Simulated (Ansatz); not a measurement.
Consider interstitial H in ordered Si6Ge2 alloy, charge state +1. These are PBE, PAW (plane waves to 420 eV; Ansatz, a quantum-chemistry and plane-wave program) values and carry that method's errors.

Settings: 72 host sites, the relaxed PBE lattice, a 2×2×2 k-point mesh shifted by half a step, smearing 0.05 eV, spin-restricted, no image-charge correction. Static, classical nuclei. The host is a small ordered model of a random alloy. The charge state is imposed; whether it is stable for some Fermi level was not computed. Sites that were not tried may lie lower.

Relaxed starting cell (atoms counted from 1):

```yaml
crystal:
  lattice:
    - [11.73961, 0.00000, 0.00000]
    - [0.00000, 11.73961, 0.00000]
    - [0.00000, 0.00000, 11.06160]
  atoms:
    - { symbol: Ge, position: [0.16706, 0.16670, 0.99906] }
    - { symbol: Ge, position: [0.16916, 0.17292, 0.50592] }
    - { symbol: Ge, position: [0.16673, 0.50038, 0.00020] }
    - { symbol: Ge, position: [0.16635, 0.50043, 0.50003] }
    - { symbol: Ge, position: [0.16705, 0.83403, 0.99904] }
    - { symbol: Ge, position: [0.16929, 0.82778, 0.50602] }
    - { symbol: Ge, position: [0.49943, 0.16739, 0.99947] }
    - { symbol: Ge, position: [0.50086, 0.16797, 0.50022] }
    - { symbol: Ge, position: [0.50090, 0.50035, 0.00112] }
    - { symbol: Ge, position: [0.49960, 0.50037, 0.49971] }
    - { symbol: Ge, position: [0.49948, 0.83337, 0.99939] }
    - { symbol: Ge, position: [0.50095, 0.83275, 0.50018] }
    - { symbol: Ge, position: [0.82984, 0.16830, 0.99668] }
    - { symbol: Ge, position: [0.83368, 0.16841, 0.50002] }
    - { symbol: Ge, position: [0.83337, 0.50037, 0.00031] }
    - { symbol: Ge, position: [0.83309, 0.50037, 0.50042] }
    - { symbol: Ge, position: [0.82968, 0.83247, 0.99654] }
    - { symbol: Ge, position: [0.83363, 0.83230, 0.50004] }
    - { symbol: Si, position: [0.19634, 0.00033, 0.39486] }
    - { symbol: Si, position: [0.16685, 0.00038, 0.87158] }
    - { symbol: Si, position: [0.16722, 0.33439, 0.37100] }
    - { symbol: Si, position: [0.16670, 0.33405, 0.87212] }
    - { symbol: Si, position: [0.16726, 0.66642, 0.37091] }
    - { symbol: Si, position: [0.16669, 0.66667, 0.87210] }
    - { symbol: Si, position: [0.50168, 0.00036, 0.37394] }
    - { symbol: Si, position: [0.50041, 0.00041, 0.87252] }
    - { symbol: Si, position: [0.50011, 0.33403, 0.37202] }
    - { symbol: Si, position: [0.50071, 0.33463, 0.87285] }
    - { symbol: Si, position: [0.50013, 0.66670, 0.37200] }
    - { symbol: Si, position: [0.50073, 0.66607, 0.87287] }
    - { symbol: Si, position: [0.82637, 0.00034, 0.37456] }
    - { symbol: Si, position: [0.83258, 0.00042, 0.87102] }
    - { symbol: Si, position: [0.83274, 0.33432, 0.37206] }
    - { symbol: Si, position: [0.83262, 0.33531, 0.87044] }
    - { symbol: Si, position: [0.83271, 0.66642, 0.37207] }
    - { symbol: Si, position: [0.83263, 0.66541, 0.87040] }
    - { symbol: Si, position: [0.97160, 0.00031, 0.22846] }
    - { symbol: Si, position: [0.00000, 0.00039, 0.75052] }
    - { symbol: Si, position: [0.99929, 0.33432, 0.25081] }
    - { symbol: Si, position: [0.00007, 0.33403, 0.74993] }
    - { symbol: Si, position: [0.99925, 0.66654, 0.25085] }
    - { symbol: Si, position: [0.00007, 0.66674, 0.74988] }
    - { symbol: Si, position: [0.33968, 0.00033, 0.24696] }
    - { symbol: Si, position: [0.33410, 0.00040, 0.75084] }
    - { symbol: Si, position: [0.33390, 0.33429, 0.24999] }
    - { symbol: Si, position: [0.33428, 0.33533, 0.75182] }
    - { symbol: Si, position: [0.33395, 0.66646, 0.24993] }
    - { symbol: Si, position: [0.33430, 0.66539, 0.75185] }
    - { symbol: Si, position: [0.66425, 0.00036, 0.24815] }
    - { symbol: Si, position: [0.66628, 0.00042, 0.74932] }
    - { symbol: Si, position: [0.66651, 0.33393, 0.25010] }
    - { symbol: Si, position: [0.66614, 0.33441, 0.74931] }
    - { symbol: Si, position: [0.66652, 0.66679, 0.25008] }
    - { symbol: Si, position: [0.66613, 0.66631, 0.74930] }
    - { symbol: Si, position: [0.99757, 0.17220, 0.12225] }
    - { symbol: Si, position: [0.99956, 0.16668, 0.62888] }
    - { symbol: Si, position: [0.00032, 0.50043, 0.12786] }
    - { symbol: Si, position: [0.99988, 0.50038, 0.62765] }
    - { symbol: Si, position: [0.99744, 0.82852, 0.12209] }
    - { symbol: Si, position: [0.99957, 0.83413, 0.62881] }
    - { symbol: Si, position: [0.33304, 0.16844, 0.12774] }
    - { symbol: Si, position: [0.33667, 0.16861, 0.63147] }
    - { symbol: Si, position: [0.33354, 0.50036, 0.12750] }
    - { symbol: Si, position: [0.33335, 0.50037, 0.62771] }
    - { symbol: Si, position: [0.33307, 0.83227, 0.12765] }
    - { symbol: Si, position: [0.33682, 0.83216, 0.63152] }
    - { symbol: Si, position: [0.66549, 0.16784, 0.12773] }
    - { symbol: Si, position: [0.66712, 0.16736, 0.62820] }
    - { symbol: Si, position: [0.66713, 0.50036, 0.12840] }
    - { symbol: Si, position: [0.66592, 0.50036, 0.62707] }
    - { symbol: Si, position: [0.66547, 0.83289, 0.12773] }
    - { symbol: Si, position: [0.66711, 0.83342, 0.62827] }
    - { symbol: H, position: [0.08212, 0.99998, 0.31476] }
```
Cell charge +1.

End state 1 differs by these moves (Å; atoms that move under 0.08 Å are left out):

```csv
atom,element,Δx,Δy,Δz
2,Ge,-0.03,0.31,0.20
19,Si,-0.35,-0.31,-0.47
37,Si,0.28,-0.03,0.18
55,Si,0.03,-0.06,0.05
56,Si,-0.07,0.04,0.06
73,H,0.98,0.92,1.41
```

Problem. What forward and backward barriers to end state 1 does PBE, PAW give?

Solution. forward 0.45 eV, backward 0.43 eV; at the saddle point atom 73 has neighbours Ge at 2.08; Si at 1.58, Si at 1.99 Å. The saddle point's order was not checked.
